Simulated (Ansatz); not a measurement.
HgSe, point defects

Start from a 24-atom supercell of HgSe in the zinc blende structure (space group F-43m, No. 216; a = 6.133 Å) at its relaxed geometry.

One neutral defect a cell, atoms relaxed at fixed cell.

Level of theory: Ansatz (a first-principles code) PBEsol, no SOC.

| variant | pressure | largest displacement of a host atom from its site in the perfect cell |
|---|---|---|
| perfect supercell | 0.0 GPa | – |
| Os on a Se site | 0.0 GPa | 0.17 Å |
| Be on a Hg site | ___ | ___ |
| Hg on a Se site (antisite), symmetric start | 0.9 GPa | 0.50 Å |

Q: Complete the table.

A: 
- Be on a Hg site, pressure: -2.1 GPa
- Be on a Hg site, largest displacement of a host atom from its site in the perfect cell: 0.37 Å

In so small a cell the defect repeats every few ångströms: this is an ordered compound, not a dilute defect. A case with no gap was solved on a k-mesh chosen for an insulator, which is coarse for it. Defects with a symmetric start kept the site's symmetry and may sit on a saddle; the others started slightly shaken. All final runs are without spin polarisation.
